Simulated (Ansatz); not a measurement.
Structures of equal composition on the (111)B surface of zinc-blende GaP (P plane on top): 2x2 Al adatom at H3; 2x2 Al adatom at T4. The slabs share one bottom face, and each structure is named by its start. These are constructed structures in small cells; real faces may alloy, dewet or reconstruct in larger ones, and not all known structures of the face are among them. Slabs of about 13 Å with all that they carry, Fermi-Dirac smearing of 0.025 eV. Bottom of the slabs: H caps. Relaxed from the named starts with such symmetry as they have, on meshes of like density; energies extrapolated to zero smearing; no spin-orbit coupling, no U. Spin-polarised runs, if any, are marked in brackets, and their order is one that fits the cell; the others ran without spin. Where a second, spin-polarised start was run, the lower counts.

Host crystal: zinc-blende GaP, with a band gap (PBE, scalar-relativistic without spin-orbit coupling).

All values below come from PBE (plane waves to 420 eV, PAW; Ansatz, a first-principles code).

**Question.** Rank these by energy per 1x1 cell (lowest first), as PBE gives it.

**Answer.** 2x2 Al adatom at H3 (0.000 eV, gap 0.39 eV on the mesh), 2x2 Al adatom at T4 (0.035 eV, gap 0.77 eV on the mesh)
